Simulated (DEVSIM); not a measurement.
Device: illuminated Si p-on-n cell, one wavelength, at 400 K.

Layer 1 from the left is Si, thickness (μm) 0.550, Na (cm⁻³) 7.4e18, τn (s) 8.5e-5, τp (s) 1.4e-5, absorption coefficient (cm⁻¹) 380. Layer 2 from the left is Si, thickness (μm) 140, Nd (cm⁻³) 7.8e16, τn (s) 0.00057, τp (s) 0.00057, absorption coefficient (cm⁻¹) 380.

Left contact: ohmic, minority electron recombination velocity 40 cm/s. Right contact: ohmic, minority hole recombination velocity 3e6 cm/s. Voltage is applied to the left contact. Recombination: SRH at mid-gap, radiative, Auger. Gap narrowing is on: ΔEg = 6.92 meV × (l + √(l² + 0.5)), l = ln(N/1.3e17 cm⁻³), shared equally by both band edges. Light enters at the left, 3.3e16 photons cm⁻² s⁻¹, one pass, no reflection. Mobility is μmin + (μ − μmin)/(1 + (N/Nref)^α).

This is a model device: material constants are rounded textbook-type values typed into the input, and sizes, dopings and lifetimes were drawn at random. Values at 300 K; Nc and Nv go as T^1.5, mobilities as T to minus their exponent, the gap by Varshni's rule with the affinity fixed.

Si: gap (eV) 1.124, affinity (eV) 4.05, permittivity 11.7, Nc (cm⁻³) 2.86e19, Nv (cm⁻³) 3.1e19, μn (cm²/Vs) 1417, μp (cm²/Vs) 470, μn,min 52, μp,min 45, Nref,n 9.7e16, Nref,p 2.2e17, αn 0.68, αp 0.72, T exponent of μn 2.3, T exponent of μp 2.2, B (cm³/s) 4.7e-15, Cn (cm⁶/s) 2.8e-31, Cp (cm⁶/s) 9.9e-32, Varshni α (eV/K) 0.000473, Varshni β (K) 636.

Model (solved in DEVSIM): 1D drift-diffusion, Boltzmann statistics, complete ionisation; no tunnelling, impact ionisation, image-force lowering or self-heating.

Dark forward current:

| |V| (V) | |J| (A/cm²) |
|---|---|
| 0.05 | 1.147e-7 |
| 0.10 | 6.008e-7 |
| 0.15 | 2.668e-6 |
| 0.20 | 1.147e-5 |
| 0.25 | 4.901e-5 |
| 0.30 | 0.0002090 |
| 0.35 | 0.0008915 |
| 0.40 | 0.003801 |
| 0.45 | 0.01620 |
| 0.50 | 0.06878 |
| 0.55 | 0.2883 |
| 0.60 | 1.156 |
| 0.65 | 4.177 |
| 0.70 | 13.06 |
| 0.75 | 35.43 |
| 0.80 | 81.85 |
| 0.85 | 157.4 |
| 0.90 | 259.4 |
| 0.95 | 383.1 |
| 1.00 | 525.0 |
| 1.05 | 682.4 |
| 1.10 | 853.1 |
| 1.15 | 1036 |
| 1.20 | 1229 |
| 1.25 | 1432 |
| 1.30 | 1644 |

Task: Work out the local ideality factor n = ΔV / (kT/q · ln(J2/J1)) between the rows 0.15 and 0.20 V, 1.25 and 1.30 V.

Result: kT/q = 34.47 mV. From 0.15 to 0.20 V: ln(1.147e-5/2.668e-6) = 1.458, n = 0.99, near the 1 of diffusion or emission over a barrier. From 1.25 to 1.30 V: ln(1644/1432) = 0.138, n = 10.51.

Task: What current could the absorbed light give at most, and what share is collected?

Result: Σ αd = 5.34, so qΦ(1 − exp(−Σ αd)) = 5.26 mA/cm². The simulated short-circuit current is 4.302 mA/cm², a share of 0.82.

Task: Estimate the open-circuit voltage by superposition: the voltage at which the dark current equals that short-circuit current.

Result: Interpolating ln J in the table gives 0.404 V. The simulation gives 0.404 V, the same within the digits that matter. Superposition holds where collection doesn't change with voltage.

Task: Estimate the fill factor from FF0 = (v − ln(v + 0.72))/(v + 1), v = qVoc/(nkT), with n from the dark curve.

Result: The rows about Voc, 0.40 and 0.45 V, give n = 1.00, so v = 11.7 and FF0 = 0.723. The simulation gives 0.723, the same within the digits that matter.
